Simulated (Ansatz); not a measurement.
BaBr2 (Pnma, No. 62)

Level of theory: PBE0 (Ansatz, a quantum-chemistry and plane-wave program, PAW).

Run with plane-wave cutoff 500 eV, 4×4×2 k mesh (along the axes of the cell as run), gaussian smearing 0.02 eV, scalar-relativistic PAW data made under PBE.

Cell (relaxed with r²SCAN):

```yaml
crystal:
  lattice:
    - [8.31817, 0.00000, 0.00000]
    - [0.00000, 4.99299, 0.00000]
    - [0.00000, 0.00000, 9.98890]
  atoms:
    - { symbol: Ba, position: [0.24791, 0.25000, 0.88326] }
    - { symbol: Ba, position: [0.75209, 0.75000, 0.11674] }
    - { symbol: Ba, position: [0.25209, 0.75000, 0.38326] }
    - { symbol: Ba, position: [0.74791, 0.25000, 0.61674] }
    - { symbol: Br, position: [0.02612, 0.25000, 0.16829] }
    - { symbol: Br, position: [0.97388, 0.75000, 0.83171] }
    - { symbol: Br, position: [0.47388, 0.75000, 0.66829] }
    - { symbol: Br, position: [0.52612, 0.25000, 0.33171] }
    - { symbol: Br, position: [0.35701, 0.75000, 0.07091] }
    - { symbol: Br, position: [0.64299, 0.25000, 0.92909] }
    - { symbol: Br, position: [0.14299, 0.25000, 0.57091] }
    - { symbol: Br, position: [0.85701, 0.75000, 0.42909] }
```

```json
{
 "band_gap": "6.15 eV (on the SCF k mesh)"
}
```

Note: cell and atoms aren't relaxed at this level (largest force component 0.03 eV/Å).

Spin–orbit coupling is not included.

Computed values are for the static lattice.

Cost on a shared machine: about 50 core-minutes (a rough figure).
